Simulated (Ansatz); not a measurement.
TiAl3 (I4/mmm, No. 139), treated with LDA in Ansatz (plane waves, PAW).

Numerical settings: plane-wave cutoff 520 eV, 20×20×20 k mesh, Fermi–Dirac smearing 0.05 eV, no spin polarisation, scalar-relativistic PAW data made under PBE.

Shape and atoms are relaxed at each volume.

Pressure at four volumes; x = ln(V/15.147 Å³). One pressure is withheld.

```tsv
V (Å³/atom)	x	P (GPa)
14.541	-0.0408	5.16
15.147	0.0000	-0.01
15.450	0.0198	-2.23
15.752	0.0392	?
```

### Question
Pass a parabola P(x) through the three rows shown, estimate the bulk modulus and its pressure derivative near zero pressure, and predict the withheld pressure.

### Answer
Slopes between the rows: (-0.01 − (5.16))/(0.0000 − (-0.0408)) = -126.72 and (-2.23 − (-0.01))/(0.0198 − (0.0000)) = -112.12 GPa. Their difference over the span 0.0606 is c = 14.60/0.0606 = 240.9 GPa, so P(x) = 5.16 + (-126.72)(x − (-0.0408)) + 240.9 (x − (-0.0408))(x − (0.0000)). At the middle row B = −dP/dx = −[-126.72 + 240.9 × 0.0408] = 116.9 GPa, and B′ = dB/dP = 2c/B = 4.1. At x = 0.0392 the parabola gives -4.22 GPa; the run gives -4.23 GPa. The Birch–Murnaghan fit to the energies at all volumes has B0 = 117 GPa and B′ = 4.1.

Ansatz is an electronic-structure program.
